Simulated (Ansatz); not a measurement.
The parent structure is SiC in the zinc blende structure (space group F-43m, No. 216).

```
CELL_PARAMETERS angstrom
      0.00000     2.17816     2.17816
      2.17816     0.00000     2.17816
      2.17816     2.17816     0.00000
ATOMIC_POSITIONS crystal
  C  0.25000 0.25000 0.25000
  Si 0.00000 0.00000 0.00000
```

Cartesian axes are those of the cell as printed.

Method: r2SCAN in Ansatz (plane waves to 500 eV, PAW, spin-orbit coupling left out).

The change: the cell is stretched by 4.81 % along y with no lateral relaxation, atoms relaxed at fixed cell.

Task: Predict the stress tensor and what it implies for the stiffness.

Result: Stress of the strained cell less that of the base (GPa, compression positive):
```
  -5.15    0.00    0.00
   0.00  -19.29    0.00
   0.00    0.00   -5.15
```

Then −Δσ_ii/ε with ε = 0.0481 gives secant stiffness values (nonlinear terms included at this strain): C22 ≈ 401 GPa, C12 ≈ 107 GPa and C23 ≈ 107 GPa.

As a check, the harmonic strain energy −½ V₀ Δσ:ε is 30 meV/atom; the computed energy rise is 30 meV/atom.

No phonon test of stability was made.

Ansatz is an electronic-structure program.
